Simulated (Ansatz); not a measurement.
The reference is Sr in the fcc (Cu type) structure (space group Fm-3m, No. 225; a = 5.923 Å).

Computed with PBEsol in Ansatz (plane waves to 420 eV, PAW, scalar-relativistic without spin-orbit coupling).

For the base:

```
Property               Value
-------------------  -------
Lattice parameter a  5.923 Å
Band gap                zero
```

Now apply this change: Ba takes the place of Sr on all its sites; the structure is relaxed again.

**Question.** Predict the new lattice parameter a and band gap.

**Answer.** The lattice parameter a goes up by 0.2329 Å to 6.155 Å; the band gap is still zero.

Stability against distortions was not tested. For Ba in this form, whether it has been made was not checked. This is not the structure that Ba has at room temperature and ambient pressure.

Ansatz is a first-principles code.
